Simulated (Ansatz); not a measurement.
Take Ti₃Al (space group P6_3/mmc, No. 194; a = 5.756 Å, c = 4.655 Å) as the base.

Calculations: PBE (Ansatz, a program for electronic structure), without spin-orbit coupling.

One change was made to it. Results:

The volume per atom falls by 4.94 Å³ to 11.75 Å³; the band gap remains zero.

Problem. Name the change that was made.
A. pressure 75 GPa
B. pressure 15 GPa
C. pressure 7 GPa
D. pressure −1 GPa

Solution. A, pressure 75 GPa. For comparison, the volume per atom in the other runs: pressure 15 GPa gives 14.99 Å³; pressure −1 GPa gives 16.84 Å³; pressure 7 GPa gives 15.80 Å³.

Load acts through the strain it causes; cell and atoms are relaxed under it. Stability against distortions was not tested. Competing high-pressure phases were not computed. All final runs are without spin polarisation.
